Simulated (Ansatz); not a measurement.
Base system: LaLuO$_{3}$ in the cubic perovskite structure (space group Pm-3m, No. 221; a hypothetical phase, not in the database extracts checked).

```
LaLuO3
1.0
    4.19280     0.00000     0.00000
    0.00000     4.19280     0.00000
    0.00000     0.00000     4.19280
La Lu O
1 1 3
Direct
  0.00000   0.00000   0.00000
  0.50000   0.50000   0.50000
  0.00000   0.50000   0.50000
  0.50000   0.50000   0.00000
  0.50000   0.00000   0.50000
```

Cartesian axes are those of the cell as printed.

Levels (all Ansatz, a quantum-chemistry and plane-wave program, PAW): PBEsol (420 eV, scalar-relativistic without spin-orbit coupling); HSE06 (420 eV, no spin-orbit coupling).

Its gap is 1.43 eV with PBEsol and 3.13 eV with HSE06.

Now apply this change: the cell is compressed by 1.04 % along y with no lateral relaxation; the atoms relax in the strained cell.

With PBEsol the gap becomes 1.27 eV.

Question: If the HSE06 correction stayed the same, what would the HSE06 gap be, and what does the HSE06 run give?

Answer: A rigid correction of +1.70 eV gives 2.97 eV. The HSE06 run gives 2.98 eV, so the two effects roughly add.

Single points use the geometry relaxed with PBEsol. No phonon test of stability was made. Many cubic perovskites are stable only at high temperature; tilts and polar distortions were not tested.
